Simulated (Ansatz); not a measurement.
The parent structure is Ti in the hcp (Mg type) structure (space group P6_3/mmc, No. 194; a = 2.901 Å, c = 4.591 Å).

Calculations: plane-wave PAW DFT at the PBEsol level (Ansatz, a program for electronic structure, 420 eV), without spin-orbit coupling.

Base values:

The c/a ratio is 1.582 and the lattice parameter a is 2.901 Å.

Now apply this change: cell and atoms relaxed at a pressure of 0.9 GPa.

Question: How does this affect the c/a ratio and lattice parameter a?

Answer: The c/a ratio hardly moves (1.582 against 1.583); the lattice parameter a falls by 0.0074 Å (2.901 Å → 2.893 Å).

Load acts through the strain it causes; cell and atoms are relaxed under it. No phonon test of stability was made. All final runs are without spin polarisation.
